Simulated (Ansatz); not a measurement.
Amorphous Hf18O39Lu2

It comes from a melt-quench run on a machine-learned potential (CHGNet), relaxed afterwards by DFT. O atoms were pushed apart under 1.9 Å during the dynamics, to hinder bonds among them. The hot cell started wider than the set density and was brought back towards it in steps. It is the lowest in DFT energy of 2 quenches. It is a model cell: composition and starting density were chosen by hand, and all elements were melted together. No dispersion term was used.

Methods: PBE, scalar-relativistic without spin-orbit coupling (Ansatz, a quantum-chemistry and plane-wave program); r2SCAN, scalar-relativistic without spin-orbit coupling (Ansatz); HSE06, scalar-relativistic without spin-orbit coupling (Ansatz). Geometry, pressure, stress and energy are those of the PBE run. Its sampling: a 2×2×2 Γ-centred mesh; Fermi-Dirac width 0.02 eV; no spin polarisation. Other functionals are single points at the zone centre (r2SCAN at 500 eV; exact exchange cut at the cell's faces), free to take moments where seeds were set. At PBE the levels at the filled edge of the gap are localised (band-tail or defect states).

| Item | Value |
|---|---|
| Number of atoms in the cell | 59 |
| Density (volume relaxed, without dispersion) | 9.44 g/cm³ |
| Volume per atom | 12.48 Å³ |
| Pressure on a 2×2×2 Γ-centred mesh | 0.04 GPa |
| Largest force and stress component on that mesh (the relaxation ran on the zone centre alone) | 0.10 eV/Å and 0.2 GPa |
| Level gap on a 2×2×2 Γ-centred mesh (PBE) | 3.75 eV |
| Level gap at the zone centre (PBE) | 3.80 eV |
| Level gap at the zone centre (r2SCAN) | 4.26 eV |
| Level gap at the zone centre (HSE06) | 5.37 eV |

Bonds are counted up to Hf-Hf 3.34 Å, Hf-O 2.66 Å, Hf-Lu 3.73 Å, O-O 1.58 Å, O-Lu 2.78 Å, Lu-Lu 4.11 Å. Two cations that share two anions don't count as bonded, nor two that share one unless they lie closer than Hf-Hf 3.25 Å, Hf-Lu 3.63 Å, Lu-Lu 4.00 Å.

* **Mean coordination of Hf by anions**: 6.56 (1 with 5, 7 with 6, 9 with 7, 1 with 8); 3 close contacts or bonds to cations besides
* **Mean coordination of O**: 3.33 (1 with 2, 24 with 3, 14 with 4)
* **Mean coordination of Lu by anions**: 6.00 (2 with 6); 3 close contacts or bonds to cations besides
* **Mean Hf-O bond**: 2.162 Å (spread 0.123 Å, 118 counted)
* **Mean O-Lu bond**: 2.285 Å (spread 0.133 Å, 12 counted)

Its density started from a set value of 9.04 g/cm³. The quench (nominally 450 K/ps over its main leg) was far faster than any real one, so the model tends to hold more defects than a real film. One small periodic cell is one sample of the glass; other quenches scatter about these values. Volume and shape were free in the relaxation.
